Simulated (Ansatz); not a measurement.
# WC, response to strain

Base system: WC (space group P-6m2, No. 187; a = 2.884 Å, c = 2.812 Å; relaxed with 0.1 eV smearing). Axes: x lies along a and z along c of the hexagonal cell.

Strains are applied to the cell and any free atomic positions relax; under biaxial strain the out-of-plane vector relaxes too.

Calculations: Ansatz (an electronic-structure program), LDA, PAW, cutoff 420 eV, no spin-orbit coupling.

Notes on the quantities. in-plane stress: mean in-plane stress (compression positive).

```json
[
 {"case": "base", "volume per atom": "10.13 Å³", "in-plane stress": "–"},
 {"case": "biaxial strain −3.00 %, plane normal [001], relaxed out of plane", "volume per atom": "9.65 Å³", "in-plane stress": "+31.9 GPa"},
 {"case": "biaxial strain −2.50 %, plane normal [001], relaxed out of plane", "volume per atom": "9.73 Å³", "in-plane stress": "+26.0 GPa"},
 {"case": "biaxial strain −2.00 %, plane normal [001], relaxed out of plane", "volume per atom": "9.81 Å³", "in-plane stress": "+20.4 GPa"},
 {"case": "biaxial strain −1.50 %, plane normal [001], relaxed out of plane", "volume per atom": "9.89 Å³", "in-plane stress": "+15.0 GPa"},
 {"case": "biaxial strain −1.00 %, plane normal [001], relaxed out of plane", "volume per atom": "9.97 Å³", "in-plane stress": "+9.8 GPa"},
 {"case": "biaxial strain −0.50 %, plane normal [001], relaxed out of plane", "volume per atom": "10.05 Å³", "in-plane stress": "+4.8 GPa"},
 {"case": "biaxial strain +1.00 %, plane normal [001], relaxed out of plane", "volume per atom": "10.29 Å³", "in-plane stress": "-9.0 GPa"},
 {"case": "biaxial strain +1.50 %, plane normal [001], relaxed out of plane", "volume per atom": "10.38 Å³", "in-plane stress": "-13.2 GPa"},
 {"case": "biaxial strain +2.50 %, plane normal [001], relaxed out of plane", "volume per atom": "[?]", "in-plane stress": "[?]"}
]
```

Question: What belongs in the blanks?

Answer: 
- biaxial strain +2.50 %, plane normal [001], relaxed out of plane, volume per atom: 10.54 Å³
- biaxial strain +2.50 %, plane normal [001], relaxed out of plane, in-plane stress: -21.0 GPa

Whether these cells are dynamically stable was not tested. The final runs are not spin-polarised.
